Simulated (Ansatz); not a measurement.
Results of PBEsol (Ansatz, a quantum-chemistry and plane-wave program, PAW) for Nb₂InC (P6₃/mmc, No. 194, 8 atoms in the cell; start mp-19835).

Numerical settings: plane-wave cutoff 520 eV, 18×18×4 k mesh (along the axes of the cell as run), Fermi–Dirac smearing 0.05 eV, no spin polarisation, scalar-relativistic PAW data made under PBE.

Cell (relaxed at this level):

InNb2C is taken in the hexagonal space group P6₃/mmc (No. 194), Pearson symbol hP8. Cell: a = 3.1590 Å, b = 3.1590 Å, c = 14.3295 Å, α = 90.00°, β = 90.00°, γ = 120.00°. Nb on 4f is surrounded by 3 C at 2.174 Å and 3 Nb at 2.988 Å and 6 Nb at 3.159 Å and 3 In at 3.013 Å. In on 2d is surrounded by 6 Nb at 3.013 Å and 6 In at 3.159 Å (anticuboctahedral). C on 2a has 6 Nb at 2.174 Å (octahedral). (Neighbours: up to the widest gap in distance over summed covalent radii, below 1.35, at either atom; cation-cation and far metal-metal contacts left out.)

Task: What does this level give for the bulk modulus?

Result: 
- bulk modulus: 174 GPa

Note: the run has no spin polarisation, so it can have missed a magnetic state; the bulk modulus is −V dP/dV from two relaxed cells at ±2 % in volume; the relaxation could not lower the start's symmetry, so the cell can be a saddle point above a distorted one.

Spin–orbit coupling is not included; it can open a gap where bands touch, and shift volumes and moduli.

A start named mp-… is a Materials Project structure, which need not be a measured phase.
